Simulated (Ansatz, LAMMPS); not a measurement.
Si well of 13 atomic layers along [001] in random Si0.7Ge0.3, interfaces sharp. Cell 16.67 × 16.67 × 55.02 Å, Si582Ge138, 720 atoms. Prepared with LAMMPS with Tersoff's 1989 multicomponent potential (SiCGe.tersoff): minimisation. 

Basis: localised support functions (accuracy medium) on a full density matrix. k-points: zone centre alone; occupations: Fermi-Dirac, 0.010 eV; spin polarisation not allowed. Scalar-relativistic, no spin-orbit coupling.

What is the computed gap and bonding (PBE, support functions at accuracy medium on the grid of 370 eV (Ansatz, a first-principles code))?


* **Kohn-Sham gap of the cell on its k-mesh**: 0.38 eV
* **weight of the highest filled level on the well**: 0.26
* **weight of the lowest empty level on the well**: 0.91
* **coordination (neighbours within 2.859 Å)**: 100.0 % 4-fold
* **Ge-Ge bonds, mean ± spread**: 2.469 ± 0.007 Å
* **Ge-Si bonds, mean ± spread**: 2.424 ± 0.007 Å
* **Si-Si bonds, mean ± spread**: 2.383 ± 0.006 Å
* **bond angles, mean ± spread**: 109.5° ± 1.1°
* **pressure**: -0.92 GPa
